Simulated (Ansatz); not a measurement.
The starting structures come from a database of crystals and need not be the phases stable at ambient conditions.

 Where the default PAW files enter, the runs use the earlier of Ansatz's two default sets.

Data:

```
CELL_PARAMETERS angstrom
      5.52859     0.00000     0.00000
      2.69767     4.82575     0.00000
     -2.69767    -1.58253     4.55889
ATOMIC_POSITIONS crystal
  La 0.75000 0.75000 0.25000
  La 0.25000 0.25000 0.75000
  Ga 0.00000 0.00000 0.00000
  Ga 0.50000 0.50000 0.50000
  O  0.81915 0.68085 0.75000
  O  0.18085 0.31915 0.25000
  O  0.25000 0.81915 0.31915
  O  0.75000 0.18085 0.68085
  O  0.68085 0.25000 0.18085
  O  0.31915 0.75000 0.81915
```

Space group of this cell: R-3c. The cell is taken as given; by r2SCAN its mean pressure is -4.9 GPa.

Transport runs along the normal of the first two printed cell vectors, the (101) plane of the conventional cell.

The gap is the functional's own, uncorrected, and κ follows it; spin-orbit coupling is left out. Mid-gap values are interpolated between the computed energies.

Problem. Give the band gap and the smallest decay constant κ at mid-gap that Ansatz (a program for electronic structure) with r2SCAN yields.

Solution. Gap 4.07 eV on a 8×8×8 mesh; κ = 0.375 1/Å, at the zone centre.
